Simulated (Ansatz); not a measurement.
# Short convergence ladders for Sr (P-3m1, 2 atoms in the cell)

```yaml
crystal:
  lattice:
    - [4.28830, 0.00000, 0.00000]
    - [-2.14415, 3.71377, 0.00000]
    - [0.00000, 0.00000, 7.02343]
  atoms:
    - { symbol: Sr, position: [0.33333, 0.66667, 0.25712] }
    - { symbol: Sr, position: [0.66667, 0.33333, 0.75000] }
```

Base method: LDA (PW92), default PAW files made with PBE (plane waves; Ansatz, a program for electronic structure).

Base settings: basis.ecutwfc = 420 eV; kpoints.mp_grid.grid = 9 9 5; hamiltonian.xc = lda; hamiltonian.pseudopotentials = {kind: paw} (the program's default PAW files); scf.occupations.method = gaussian; scf.occupations.width = 0.1 eV.

The count of work is k-points × plane waves × bands × iterations; it is no time. 

**The cutoff for other potential files**

Level: DFT, LDA (PW92), plane waves, harder PAW files (source: ansatz) made with PBE.

In this ladder: hamiltonian.pseudopotentials = {kind: paw, source: ansatz}.

The second cell is the first with its lattice scaled by 0.98.

The mesh stays at the base's, so the ladder's end is converged at best in this setting alone.

The first pressure column holds Ansatz's estimate of the finite-basis (Pulay) stress, which hides part of the cutoff error; the other is without it.

Only quantities that move along the ladder and can be compared are tabulated.

```tsv
basis.ecutwfc	free energy less the last step's (meV/atom)	energy of the compressed cell less the first (meV/atom)	pressure (GPa)	pressure without the Pulay estimate (GPa)	largest difference of a force vector from the last step's (eV/Å)	count of work / last
160 eV	2247.13	-18.22	-1.17	-26.90	0.008	0.13
195 eV	584.06	-23.80	-1.37	-10.07	0.002	0.15
245 eV	71.48	-23.02	-1.41	-2.87	0.001	0.21
300 eV	8.40	-23.65	-1.42	-1.55	0.000	0.28
350 eV	4.51	-23.69	-1.42	-1.43	0.000	0.36
420 eV	3.51	-23.70	-1.42	-1.43	0.000	0.46
525 eV	1.84	-23.71	-1.42	-1.44	0.000	0.64
700 eV	0.00	-23.71	-1.42	-1.43	0.000	1.0
```

State of the free energy at the end of the ladder: still drifting one way, by 3.5 meV/atom over the last two steps, so the last step is no safe reference.

Coarsest basis.ecutwfc that holds the energy of the compressed cell less the first within 1 meV/atom of the last step, with all finer ones: 195 eV, at 0.15 of the last step's count of work; the step before is off by 5.5 meV/atom.

Coarsest basis.ecutwfc that holds the pressure within 0.1 GPa of the last step, with all finer ones: 195 eV, at 0.15 of the last step's count of work; the step before is off by 0.25 GPa.

At the lowest cutoff the pressure without the Pulay estimate lies 25.5 GPa under the last step's, the usual sign of Pulay stress in an incomplete plane-wave basis.

**The relaxed cell against the cutoff**

On Sr (P6_3/mmc, 2 atoms in the cell): atoms on their sites.

In this ladder: relax = cell and atoms.

The mesh stays at the base's, so the ladder's end is converged at best in this setting alone.

Only quantities that move along the ladder and can be compared are tabulated.

```tsv
basis.ecutwfc	relaxed volume (Å³/atom)	relaxation steps
210 eV	49.431	14
250 eV	49.067	8
295 eV	48.856	7
355 eV	48.925	5
420 eV	48.914	5
505 eV	48.911	5
630 eV	48.911	5
840 eV	48.910	5
```

Coarsest basis.ecutwfc that holds the relaxed volume within 0.049 Å³/atom of the last step, with all finer ones: 355 eV; the step before is off by 0.054 Å³/atom.

At the lowest cutoff the cell relaxes to a volume 1.1 % larger than at the highest. Ansatz relaxes on a stress corrected for the finite basis.

On the base run: the starting cell comes from a database of computed structures (which also holds hypothetical and non-ambient phases and stackings), without a prior relaxation at this level. Its lattice was rescaled by up to half a per cent. One atom was moved a little off its site on purpose.

Keys are those of Ansatz 0.2.
